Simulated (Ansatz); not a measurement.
CeIn3 (Pm-3m, No. 221)

All values below come from PBEsol (Ansatz, a quantum-chemistry and plane-wave program, plane waves, PAW).

Numerical settings: plane-wave cutoff 500 eV, 12×12×12 k mesh, Fermi–Dirac smearing 0.1 eV, spin-polarised start, scalar-relativistic PAW data made under PBE.

Cell: relaxed at this level.

| Item | Value |
|---|---|
| volume per atom | 24.78 Å³/atom |
| lattice constant a | 4.628 Å |
| band gap | none |

Note: the magnetic order was assumed, not searched for or taken from measurement; the 4f shell is treated without U or exact exchange, so its levels and filling can be wrong.

Spin–orbit coupling is not included.

Computed values are for the static lattice.
